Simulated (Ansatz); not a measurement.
## Competing hops of O vacancy in monoclinic HfO2, neutral cell

System: O vacancy in monoclinic HfO2 (neutral cell). Calculation: PBE, PAW (plane waves to 420 eV; Ansatz, a program for electronic structure).

Cell of 96 host sites held at the relaxed PBE lattice; the Γ point alone; Fermi-Dirac width 0.01 eV, spin-restricted; finite-size errors left in. Energies are static. Spin-orbit coupling is left out. The charge state is imposed; whether it is stable for some Fermi level was not computed. Forms of the defect that were not tried may lie lower.

Barriers: single points on a 2×2×2 k-point mesh shifted by half a step at the bands' geometries (they differ from the bands' own by up to 0.14 eV, and are uncertain by about as much).

| Route | Start site over the lowest site run (eV) | Hop (Å) | Forward barrier (eV) | Backward barrier (eV) | Neighbours at the start | Neighbours at the saddle | Saddle order | Forward, on the band's own sampling (eV) |
|---|---|---|---|---|---|---|---|---|
| one O atom jumps into the vacancy from a nearby O site | 0.14 | 2.70 | 1.76 | 1.76 | Hf at 2.06, Hf at 2.08, Hf at 2.12; O at 2.55, O at 2.57 Å | Hf at 1.98, Hf at 2.21, Hf at 2.41 Å | first order | 1.71 |
| one O atom jumps into the vacancy from a nearby O site | 0.00 | 2.45 | 2.35 | 2.35 | Hf at 2.13, Hf at 2.19, Hf at 2.20, Hf at 2.34; O at 2.53, 2 O at 2.68 Å | 2 Hf at 1.98 Å | first order | 2.21 |
| one O atom jumps into the vacancy from a nearby O site | 0.14 | 2.46 | 2.25 | 2.39 | Hf at 2.14, Hf at 2.18, Hf at 2.19, Hf at 2.31; O at 2.57, O at 2.66, O at 2.69, O at 2.73 Å | 2 Hf at 1.98, Hf at 2.44; O at 2.50 Å | first order | 2.18 |
| one O atom jumps into the vacancy from a nearby O site | 0.14 | 2.76 | 2.26 | 2.26 | Hf at 2.04, Hf at 2.08, Hf at 2.16; O at 2.57, O at 2.60 Å | Hf at 1.93, Hf at 2.30 Å | inconclusive | 2.22 |
| one O atom jumps into the vacancy from a nearby O site | 0.00 | 2.59 | 2.66 | 2.66 | Hf at 2.13, Hf at 2.15, Hf at 2.30, Hf at 2.31; O at 2.57, O at 2.60, O at 2.72, O at 2.74 Å | 2 Hf at 1.97 Å | first order | 2.57 |
| one O atom jumps into the vacancy from a nearby O site | 0.14 | 2.50 | 3.33 | 3.33 | Hf at 2.04, Hf at 2.08, Hf at 2.12; O at 2.54 Å | 2 Hf at 1.89 Å | first order | 3.23 |

Paths come from climbing-image nudged elastic band runs. Of the routes that converged and passed our checks, the lowest saddle point lies 1.90 eV above the lowest of the sites run (one O atom jumps into the vacancy from a nearby O site); other sites, such as split forms, and other routes may lie lower. 

The whole set of runs took roughly 9 core-hours.
